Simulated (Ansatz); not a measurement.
Structures of equal composition on the (111) surface of fcc Rh: a layer of Re in place of the second plane; a layer of Re in place of the third plane. The slabs share one bottom face, and each structure is named by its start. These are constructed structures in small cells; real faces may alloy, dewet or reconstruct in larger ones, and not all known structures of the face are among them. Slabs of about 11 Å, Fermi-Dirac smearing of 0.1 eV. Bottom of the slabs: a bare face, its two planes held. Relaxed from the named starts with such symmetry as they have, on meshes of like density; energies extrapolated to zero smearing; spin only where a row says so; no spin-orbit coupling, no U. Brackets mark spin-polarised runs, whose order is one that fits the cell.

Computed with PBE (plane waves to 420 eV, PAW; Ansatz, a program for electronic structure).

Task: Order them by energy per 1x1 cell (lowest first) at the level PBE.

Result: a layer of Re in place of the second plane (0.000 eV), a layer of Re in place of the third plane (0.249 eV)
